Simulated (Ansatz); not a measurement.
CdS in the zinc blende structure (space group F-43m, No. 216)

```cif
data_Cd4S4
_chemical_formula_sum 'S4 Cd4'
_space_group_name_H-M_alt 'F-43m'
_space_group_IT_number 216
_space_group_name_Hall 'F -4 2 3'
_cell_length_a 5.82482
_cell_length_b 5.82482
_cell_length_c 5.82482
_cell_angle_alpha 90.000
_cell_angle_beta 90.000
_cell_angle_gamma 90.000
loop_
_atom_site_label
_atom_site_type_symbol
_atom_site_symmetry_multiplicity
_atom_site_Wyckoff_symbol
_atom_site_fract_x
_atom_site_fract_y
_atom_site_fract_z
_atom_site_occupancy
S1 S 4 c 0.25000 0.25000 0.25000 1
Cd1 Cd 4 a 0.00000 0.00000 0.00000 1
```
(The calculation used a cell of 2 atoms; values per cell refer to that cell.)

Level of theory: PBEsol (Ansatz, a program for electronic structure, PAW, without spin-orbit coupling), earlier PAW set. k-mesh 10×10×10 (Γ-centred); smearing 0.05 eV (Fermi–Dirac).

* **Volume per atom**: 24.70 Å³
* **Density**: 4.86 g/cm³
* **Band gap**: 1.01 eV, direct at Γ
* **Electron mass**: 0.11 mₑ
* **Hole mass (degenerate bands, along [100])**: 0.12, 0.75, 0.75 mₑ
* **Lowest conduction-band minima above the VBM**: Γ 1.01 eV
* **Total energy**: -4535.145 eV/atom (σ→0; compares only within this code and set-up)

Effective masses come from finite differences of ±0.01 Å⁻¹. Gaps are read on the SCF mesh and a high-symmetry path. Stability against distortions was not tested.
